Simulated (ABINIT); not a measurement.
## Pressure against volume in cubic perovskite BaZrO3 (space group 221) (ABINIT, PBEsol)

```
CELL_PARAMETERS angstrom
      4.06834     0.00000     0.00000
      0.00000     4.06834     0.00000
      0.00000     0.00000     4.06834
ATOMIC_POSITIONS crystal
  Ba 0.00000 0.00000 0.00000
  Zr 0.50000 0.50000 0.50000
  O  0.50000 0.00000 0.50000
  O  0.00000 0.50000 0.50000
  O  0.50000 0.50000 0.00000
```

Method of the run: PBEsol, norm-conserving pseudopotentials (PseudoDojo nc-sr-04 PBEsol standard) (plane waves; ABINIT). Settings: pseudos = [Ba.upf, Zr.upf, O.upf]; ecut = 1497 eV; ixc = -116133; occopt = 3; tsmear = 0.01 eV; ngkpt = 8 8 8; nshiftk = 1; shiftk = 0 0 0; potentials = PseudoDojo nc-sr-04 PBEsol standard; nband = 27; kptopt = 1; nstep = 50; tolvrs = 1e-12. The cell above is the first row's. The rows scale it uniformly. In all rows fractional positions and the k mesh are held.

| V (Å^3/atom) | P (GPa) |
|---|---|
| 13.4674 | ? |
| 13.7601 | 10.91 |
| 14.0529 | 6.68 |
| 14.3457 | 2.89 |
| 14.6385 | -0.51 |
| 14.9312 | -3.56 |
| 15.2240 | -6.29 |
| 15.5168 | -8.75 |
| 15.8095 | -10.94 |

**Question.** Using a cubic, estimate the missing P at V = 13.4674 from the other rows, showing the fit.

**Answer.** With u = V - 14.8, the rows have u = -1.0399, -0.7471, -0.4543, -0.1615, 0.1312, 0.4240, 0.7168, 1.0095. Least squares gives P = -2.237 - 10.3504·u + 1.9517·u² - 0.2401·u³. Residuals (row less fit): 0.003, -0.005, -0.001, 0.003, 0.002, 0.003, -0.008, 0.004; standard error 0.006 (degrees of freedom: 4). The fitted pressure is zero at V0 = 14.59, where dP/dV = -11.19, so B0 = -V0·dP/dV = 163 GPa. At the withheld row, u = -1.3326, so P = -2.237 - 10.3504 × (-1.3326) + 1.9517 × (-1.3326)² - 0.2401 × (-1.3326)³ = 15.590 GPa. The calculation gives 15.62 GPa, 0.030 GPa above the prediction (0.1 % of the range of P in the table). The row lies outside the fitted rows, so this is an extrapolation. From the scatter of the fitted rows alone, a prediction at this place has a standard error of 0.016 GPa, so the miss is 1.9 times that.

Carrying the step between the two nearest rows on in a straight line would have given 15.14, off by 0.48; series whose last step already gives the withheld value aren't shown. The scan was laid around a cell of about the measured size, scaled by a guess for this functional. The runs keep the symmetry of the cell, so they don't test it for distortions. The PBEsol file for Ba was generated anew from PseudoDojo's inputs, some of which were changed. Spin-orbit coupling is off. Cutoffs and mesh are single choices, not tested for convergence of this quantity. Series with a scatter that would blur these digits, or in which a gap closes, are not shown.
